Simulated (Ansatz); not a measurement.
**Ni (model structure, started from the diamond type, Fd-3m, No. 227, 2 atoms in the cell)**

The numbers are results of r²SCAN (Ansatz, a first-principles code, PAW), not measurements.

Numerical settings: plane-wave cutoff 560 eV, 20×20×20 k mesh, Fermi–Dirac smearing 0.05 eV, spin-polarised with parallel moments, scalar-relativistic PAW data made under PBE.

Cell (relaxed at this level):

```yaml
crystal:
  lattice:
    - [0.00000, 2.51291, 2.51291]
    - [2.51291, 0.00000, 2.51291]
    - [2.51291, 2.51291, 0.00000]
  atoms:
    - { symbol: Ni, position: [0.75000, 0.75000, 0.75000], spin: 2.0 }
    - { symbol: Ni, position: [0.50000, 0.50000, 0.50000], spin: 2.0 }
```

band gap: none
bulk modulus B0: 100 GPa

Note: the magnetic order was assumed, not searched for or taken from measurement; the bulk modulus is −V dP/dV from two relaxed cells at ±2 % in volume; the relaxation could raise the start's symmetry but not lower it, so the cell can be a saddle point.

Spins in the cell block are starting values.

Static lattice: no zero-point or thermal effects.

It cost very roughly 3 core-minutes of CPU time.

A model structure was made by putting elements into a prototype or built by hand; it is no filed structure, need not be a known phase, and can be a saddle point held by its symmetry.
